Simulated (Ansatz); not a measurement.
Abridged Ansatz (an electronic-structure program) output:

```
Relaxation: its limit of steps is 50 (relax.max_steps)
Pseudopotential: Na, paw, valence charge 9
Crystal: 1 atoms, lattice volume = 36.346 Å³
Basis set: ecut = 420 eV, 683 PW (Γ), exchange–correlation on 50×50×50 points (8 copies of the dense FFT grid, shifted against one another)
Bands: 9, of which v1, the nominal top of the filled ones, is band 5 counted from 1 (4 counted from 0)
Symmetry: 8 space group operations
k-points: 1530 of 10648
Functional: x = pbesol(κ = 0.804, μ = 0.12345679012345678), c = pbesol(β = 0.046)
SCF iter   1: F=—  HF=-1475.877536 eV  |F-HF|=—  |Δ(HF+E_count)|=         —  Δρ=1.68e-3  dr2=4.58e-4  ethr=1.77e-3  ⟨swp⟩=5.0  Hψ=88108  notcnv=0
SCF iter   2: F=—  HF=-1475.877013 eV  |F-HF|=—  |Δ(HF+E_count)|=   5.24e-4  Δρ=5.68e-4  dr2=7.54e-5  ethr=5.09e-6  ⟨swp⟩=2.3  Hψ=32167  notcnv=0
SCF 1 converged in 8 iterations: F = -1475.877001 eV  dr2 = 8.57e-13
relax step   1: F+E_penalty+E_count = -1475.87700089 eV  Δ(F+E_penalty+E_count) = +0.000e0 eV  max|allowed force component| = 0.000e0 eV/Å  Δτ_max = 0.0000 Å  (8 SCF iters, accepted)
SCF converged after 8 iterations
Free energy (F): -1475.877001 eV
Internal energy: -1475.861744 eV  (E = F + TS)
E sigma→0 (E₀):  -1475.869372 eV
Entropy (-TS):   -0.015257 eV (-15.257 meV/atom)
Fermi energy:    1.803661 eV
--- Forces (eV/Å), atoms counted from 1 ---
  atom   1  Na     0.00000000     0.00000000     0.00000000
--- Stress (GPa, compression-positive) ---
        0.000005      -0.037713       0.000000
       -0.037713       0.000005       0.000000
        0.000000       0.000000       0.000414
  P = ⅓ Tr σ = 0.0001 GPa (0.001 kbar)
--- Relaxed structure (1 steps of the walk, 1 accepted, 0 SCFs on fresh bases) ---
  atoms:
    - { symbol: Na, position: [0.0, 0.0, 0.0] }
```

**Question.** What was computed, and what are the main results?

**Answer.** Na, 1 atom in the cell, with PBEsol (Ansatz, PAW, spin-orbit coupling left out). The last SCF converged to F = -1475.877001 eV, or -1475.8770 eV per atom, at a pressure of 0.00 GPa. The total energy compares only with runs of the same code, potentials and settings.

The cells carry an imposed strain or load. Stability against distortions was not tested. The cell was made from Na in the bcc (W type) structure (space group Im-3m, No. 229) by this change: tensor shear ε_xy = +0.29 %.

Keys are those of Ansatz 0.2.
